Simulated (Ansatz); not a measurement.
Functionals compared on NH2 on the 1x1 (100) surface of monoclinic ZrO2 (cut with top plane 2 O), one in a 1x1 cell, started at the site 'bridge O-O (span 5.2 Å)', in Ansatz (plane waves, PAW). The structure was relaxed with PBE; the other rows are single points on it, each with its references at the same level. Cutoff 420 eV (500 eV for r2SCAN). The points keep PBE's geometry, so the relaxation of a polaron and the settling of charge on one site are left out.

Host crystal: monoclinic ZrO2, with a band gap (PBE, scalar-relativistic without spin-orbit coupling).

Model: 27-atom slab, 9.4 Å thick at the start under the adsorbate (thin: gaps and levels are the slab's own), 4x4x1 mesh, Fermi-Dirac 0.01 eV, dipole correction, 12 atoms held, the rest relaxed; no symmetry held; spin-polarised, ending with about 1.0 μB a cell; orders that need a larger cell were not tried, no spin-orbit, no U, no dispersion correction. At the end it is bonded to Zr. In PBE it is, or lies within 0.03 eV of, the lowest of the starts that converged. These notes are the PBE run's. r2SCAN: The program's check for a lower electronic state was not made. Adsorption energies are against NH3(g) − ½ H2(g). A negative adsorption energy means that the adsorbate is more stable on the surface than in its reference.

| functional | adsorption energy (eV) | gap of the slab on its k-mesh (eV) | highest filled level below the top vacuum level (eV) | magnetic moment of the cell (μB) | rough cost of the single point |
|---|---|---|---|---|---|
| PBE | 1.38 | 0.37 | 5.71 | 1.00 | – |
| RPBE | 1.52 | 0.41 | 5.57 | 1.00 | about 10 core-minutes (a rough figure) |
| r2SCAN | ? | ? | ? | 1.00 | roughly 19 core-minutes |

Question: Complete the blanks.

Answer: 
- r2SCAN, adsorption energy (eV): 1.09
- r2SCAN, gap of the slab on its k-mesh (eV): 1.03
- r2SCAN, highest filled level below the top vacuum level (eV): 5.76

Ansatz is a quantum-chemistry and plane-wave program.
